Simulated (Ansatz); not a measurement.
The (10-12) face of hcp Ti can be cut between different planes. Symmetric, stoichiometric slabs relaxed in the 1x1 cell (20.3 Å²): top plane Ti, 1.14 Å over the next in the ideal cut; top plane Ti, 0.57 Å over the next in the ideal cut.

Level of theory: PBE (plane waves to 420 eV, PAW; Ansatz, a program for electronic structure).

Q: Rank these by surface energy (lowest first), as PBE gives it.

A: the cut with an outer spacing of 0.57 Å (1.98 J/m²), the cut with an outer spacing of 1.14 Å (2.11 J/m²)
